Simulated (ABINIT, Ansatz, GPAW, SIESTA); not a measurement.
One structure in several programs: In2Ag (I4/mcm, 6 atoms in the cell)

Self-consistent single point.

```
In2Ag
1.0
   -3.47150     3.47150     2.78740
    3.47150    -3.47150     2.78740
    3.47150     3.47150    -2.78740
In Ag
4 2
Direct
  0.34544   0.15456   0.50000
  0.65456   0.84544   0.50000
  0.15456   0.65456   0.80912
  0.84544   0.34544   0.19088
  0.75000   0.75000   0.00000
  0.25000   0.25000   0.00000
```

Shared settings, as Ansatz (an electronic-structure program) writes them: kpoints.mp_grid.grid = 6 6 6; scf.occupations.method = fermi_dirac; scf.occupations.width = 0.0073 Ry. Potentials and cutoffs stand in the table.

| code | model | pressure (GPa) | largest force (eV/Å) | cutoff |
|---|---|---|---|---|
| ABINIT | LDA (PW92), PAW (JTH v2.0 LDA PAW) | -5.00 | 0.015 | 544 eV |
| Ansatz | LDA (PW92), PAW files made with PBE | -4.35 | 0.028 | default |
| SIESTA | LDA PW92, numerical atomic orbitals DZP, PseudoDojo LDA standard norm-conserving potentials (rewritten from UPF to PSML) | -4.76 | 0.086 | grid 350 Ry |
| GPAW | LDA (Perdew-Wang 92), GPAW PAW datasets LDA (gpaw-data 1.0.1) | -4.64 | 0.018 | 600 eV |

The spread over the programs that give each value: pressure within 0.65 GPa; largest force within 0.071 eV/Å.

SIESTA uses small atom-centred bases, whose incompleteness enters pressures, forces and empty levels differently from a plane-wave cutoff. Ansatz's pressure is given at a fixed set of plane waves, as the other plane-wave codes print theirs.

On the base mesh (5 5 5) the same programs gave: Ansatz pressure -4.01 GPa; ABINIT pressure -4.65 GPa; GPAW pressure -4.30 GPa; SIESTA pressure -4.41 GPa.

The values differ from the base mesh's, so the mesh still matters here: the table compares the programs at equal settings.

The starting cell comes from a database of computed structures (which also holds hypothetical and non-ambient phases and stackings), without a prior relaxation at this level.

Keys are those of Ansatz 0.2.
